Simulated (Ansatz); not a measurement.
```yaml
crystal:
  lattice:
    - [3.59133, 0.00000, 0.00000]
    - [-1.79567, 3.11019, 0.00000]
    - [0.00000, 0.00000, 5.87924]
  atoms:
    - { symbol: Sn, position: [0.00000, 0.00000, 0.99969] }
    - { symbol: C, position: [0.00000, 0.00000, 0.37531] }
    - { symbol: Sn, position: [0.66667, 0.33333, 0.49969] }
    - { symbol: C, position: [0.66667, 0.33333, 0.87531] }
```

Values marked by level come from PBE (plane waves to 420 eV, PAW; Ansatz, a quantum-chemistry and plane-wave program); HSE06 (plane waves to 420 eV, PAW; Ansatz). Geometries and values that name no level are of the first. Spin–orbit coupling is left out. Its k-point mesh 9×9×5, Fermi–Dirac width 0.01 eV. HSE06 ran on meshes of its own (6×6×3); its edges and gaps are taken over the mesh and over extra points off it, mostly where PBE has its edges.

**Question.** Which polytype is this, and how does it compare with the cubic form?

**Answer.** SnC 2H (hh), stacking AC, hexagonality 100 %, space group P6_3mc (in a form that need not be the stable one); -1.5 meV/atom against 3C, layer spacing over a = 0.8185 (ideal 0.8165), PBE gap 0.80 eV, HSE06 gap 1.61 eV.
